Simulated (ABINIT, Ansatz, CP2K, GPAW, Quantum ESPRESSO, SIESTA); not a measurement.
## Code comparison for K₃Cd (Fm-3m, 4 atoms in the cell)

Self-consistent single point, at a second geometry (lattice scaled by 0.98). First geometry:

```
K3Cd
1.0
    0.00000     4.61034     4.61034
    4.61034     0.00000     4.61034
    4.61034     4.61034     0.00000
K Cd
3 1
Direct
  0.25000   0.25000   0.25000
  0.75000   0.75000   0.75000
  0.50000   0.50000   0.50000
  0.00000   0.00000   0.00000
```

Shared settings, as Ansatz (a quantum-chemistry and plane-wave program) writes them: kpoints.mp_grid.grid = 4 4 4; scf.occupations.method = gaussian; scf.occupations.width = 0.05 eV. Potentials and cutoffs stand in the table.

| code | model | ΔF from the first geometry (meV/atom) | pressure (GPa) | cutoff |
|---|---|---|---|---|
| SIESTA | LDA PW92, numerical atomic orbitals DZP, PseudoDojo LDA standard norm-conserving potentials (rewritten from UPF to PSML) | -2.0 | 0.24 | grid 300 Ry |
| CP2K | LDA (Pade form), GPW, DZVP-MOLOPT-SR-GTH basis, GTH-PADE potentials (GTH_POTENTIALS) | -9.2 | -0.36 | grid 500 Ry |
| GPAW | LDA (Perdew-Wang 92), GPAW PAW datasets LDA (gpaw-data 1.0.1) | -12.1 | -0.58 | 550 eV |
| Quantum ESPRESSO | LDA (PZ), GBRV 1.5 ultrasoft (LDA) pseudopotentials | -12.2 | -1.24 | 40 Ry |
| ABINIT | LDA (PW92), PAW (JTH v2.0 LDA PAW) | -11.4 | -0.49 | 42 Ry |
| Ansatz | LDA (PW92), PAW files made with PBE | -11.6 | -0.49 | 420 eV |

For Quantum ESPRESSO (by 0.7 GPa) the energy change implies a higher mean pressure, against the two pressures, than for the other programs: a sign of finite-basis (Pulay) stress.

The spread over the programs that give each value: ΔF from the first geometry within 10.2 meV/atom; pressure within 1.48 GPa.

SIESTA and CP2K use small atom-centred bases, whose incompleteness enters pressures, forces and empty levels differently from a plane-wave cutoff. Ansatz's pressure is given at a fixed set of plane waves, as the other plane-wave codes print theirs. The same LDA comes in different parametrisations, which differ slightly.

The starting cell comes from a database of computed structures (which also holds hypothetical and non-ambient phases and stackings), without a prior relaxation at this level. For this run, on top of that: lattice scaled by 0.98.

Left out of this page: Elk and FLEUR (not drawn, or without a comparable value).

Keys are those of Ansatz 0.2.
